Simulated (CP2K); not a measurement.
Worked example: self-consistent single point of MgCd3 (P-6m2, 4 atoms in the cell) in CP2K.

Method: CP2K with LDA (Pade form), GPW, DZVP-MOLOPT-SR-GTH basis, GTH-PADE potentials (GTH_POTENTIALS).

```
MgCd3
1.0
    3.13458     0.00000     0.00000
   -1.56729     2.71463     0.00000
    0.00000     0.00000    10.03841
Mg Cd
1 3
Direct
  0.00000   0.00000   0.50000
  0.00000   0.00000   0.00000
  0.66667   0.33333   0.74779
  0.66667   0.33333   0.25221
```

Reference input (self-consistent single point, DFT PBEsol, GPW, DZVP-MOLOPT-SR-GTH basis, GTH-PBE potentials (GTH_POTENTIALS)): CUTOFF = 1000 Ry; REL_CUTOFF = 50 Ry; SMEAR/METHOD = GAUSSIAN; SIGMA = 0.05 eV; KPOINTS/SCHEME = MACDONALD 10 10 3 0.05 0.05 0; XC_FUNCTIONAL = PBE:PBESOL; Mg/BASIS_SET = DZVP-MOLOPT-SR-GTH; Mg/POTENTIAL = GTH-PBE-q10; Cd/BASIS_SET = DZVP-MOLOPT-SR-GTH; Cd/POTENTIAL = GTH-PBE-q12; METHOD = GPW; EPS_DEFAULT = 1e-11. This run's input differs from it in these lines:

```diff
@@ -43,6 +43,3 @@
     &XC
-      &XC_FUNCTIONAL
-        &PBE
-          PARAMETRIZATION PBESOL
-        &END PBE
+      &XC_FUNCTIONAL PADE
       &END XC_FUNCTIONAL
@@ -79,3 +76,3 @@
       BASIS_SET DZVP-MOLOPT-SR-GTH
-      POTENTIAL GTH-PBE-q10
+      POTENTIAL GTH-PADE-q10
     &END KIND
@@ -83,3 +80,3 @@
       BASIS_SET DZVP-MOLOPT-SR-GTH
-      POTENTIAL GTH-PBE-q12
+      POTENTIAL GTH-PADE-q12
     &END KIND
```

Log, with long lists cut:

```
 SCF WAVEFUNCTION OPTIMIZATION

  Step     Update method      Time    Convergence         Total energy    Change
     1 NoMix/Diag. 0.20E+00      -     0.88426711      -201.7716579789 -2.02E+02
     2 Broy./Diag. 0.20E+00      -     0.04584715      -203.3229175730 -1.55E+00
     3 Broy./Diag. 0.20E+00      -     0.11809076      -202.1910729567  1.13E+00
     4 Broy./Diag. 0.20E+00      -     0.01599571      -201.3608045581  8.30E-01
     5 Broy./Diag. 0.20E+00      -     0.01603724      -201.3419350013  1.89E-02
     6 Broy./Diag. 0.20E+00      -     0.00076501      -201.3398225177  2.11E-03
   [... 4 lines left out ...]
    11 Broy./Diag. 0.20E+00      -     0.00005059      -201.3413531712 -1.60E-04
    12 Broy./Diag. 0.20E+00      -     0.00000659      -201.3413896523 -3.65E-05
    13 Broy./Diag. 0.20E+00      -     0.00001576      -201.3413912864 -1.63E-06
    14 Broy./Diag. 0.20E+00      -     0.00000028      -201.3413986530 -7.37E-06
  *** SCF run converged in    14 steps ***

  Overlap energy of the core charge distribution:               0.00000000001163
  Self energy of the core charge distribution:               -355.29883076610730
  Core Hamiltonian energy:                                    111.91013807090594
  Hartree energy:                                              69.92103122224772
  Exchange-correlation energy:                                -27.87372084085390
  Smearing free energy correction:                             -0.00001633917436
  Fermi energy:                                                 0.25463714018762

  Total energy:                                              -201.34139865297300
  Total energy (extrapolated to sigma->0):                   -201.34139048338582

                     Mulliken Population Analysis

   [... lines left out ...]

 STRESS| Analytical stress tensor [bar]
 STRESS|                        x                   y                   z
 STRESS|      x       -2.35909302119E+04  -5.16787933079E-01   9.66593653056E-08
 STRESS|      y       -5.16787933079E-01  -2.35916114820E+04   2.37734424988E-02
 STRESS|      z        9.66593653056E-08   2.37734424988E-02  -1.47510449216E+04
 STRESS| 1/3 Trace                                            -2.06445288718E+04
```

The run converged in 14 iterations. Against the reference run the pressure goes from 0.51 to -2.06 GPa and the largest force moves little (0.011 to 0.010 eV/Å).

The starting cell comes from a database of computed structures (which also holds hypothetical and non-ambient phases and stackings), without a prior relaxation at this level. Values carry the incompleteness of an atom-centred basis.

Cost on one core of a shared machine: roughly 50 s.
